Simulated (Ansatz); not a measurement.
Consider PtSe2 in the CdI2 type structure (space group P-3m1, No. 164; a = 3.7722 Å, c = 4.8212 Å; layered; relaxed with 0.1 eV smearing). Axes: x lies along a and z along c of the hexagonal cell.

Level of theory: Ansatz (an electronic-structure program), PBE-D3(BJ), PAW, cutoff 420 eV, no SOC.

It is then changed as follows: uniaxial strain ε_zz = −3.00 %, all other strain components held at zero; the atoms relax in the strained cell.

Q: Predict the new stress and largest internal atomic displacement.

A: The stress (xx, yy, zz, yz, xz, xy; compression positive) amounts to (1.5, 1.5, 2.3, 0.0, 0.0, 0.0) GPa; the largest internal atomic displacement comes out as 0.026 Å.

No phonon test of stability was made. All final runs are without spin polarisation.
